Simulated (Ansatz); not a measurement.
# Na2Te: isotropic strain +1.00 %

The parent structure is Na2Te in the anti-fluorite structure (space group Fm-3m, No. 225; a = 7.2460 Å).

Modification: every lattice vector is stretched by 1.00 %, atoms relaxed at fixed cell.

Level of theory: DFT with PBEsol, PAW potentials and a 420 eV plane-wave cutoff in Ansatz (an electronic-structure program), spin-orbit coupling left out. k-mesh 8×8×8 (Γ-centred); smearing 0.05 eV (Fermi–Dirac).

* **Volume per atom**: 32.67 Å³ (base 31.70 Å³)
* **Shortest interatomic distance**: 3.169 Å (base 3.138 Å)
* **Energy relative to the base (free energy F)**: +1.7 meV/atom
* **Band gap**: 1.94 eV (base 2.02 eV)
* **Gap character**: direct at Γ (base direct at Γ)
* **Mean gap deformation potential ΔEg/Δln V**: -2.5 eV
* **Width of the top valence band**: 0.72 eV (base 0.75 eV)
* **Electron mass**: 0.21 mₑ (at Γ) (base 0.21 mₑ (at Γ))
* **Hole mass (degenerate bands, along [100])**: 0.28, 1.6, 1.6 mₑ (at Γ) (base 0.28, 1.6, 1.6 mₑ (at Γ))
* **Valley order (the lowest conduction-band minima on the path, energy above the VBM, named in the base's zone)**: Γ 1.94 eV; X along ⟨100⟩ 2.95 eV (base Γ 2.02 eV; X along ⟨100⟩ 2.94 eV)

Final structure:

```yaml
crystal:
  lattice:
    - [0.00000, 3.65925, 3.65925]
    - [3.65925, 0.00000, 3.65925]
    - [3.65925, 3.65925, 0.00000]
  atoms:
    - { symbol: Na, position: [0.25000, 0.25000, 0.25000] }
    - { symbol: Na, position: [0.75000, 0.75000, 0.75000] }
    - { symbol: Te, position: [0.00000, 0.00000, 0.00000] }
```

With Te present, leaving out spin-orbit coupling can change the band edges. Masses are band curvatures over ±0.01 Å⁻¹ around the edge. Stability against distortions was not tested.
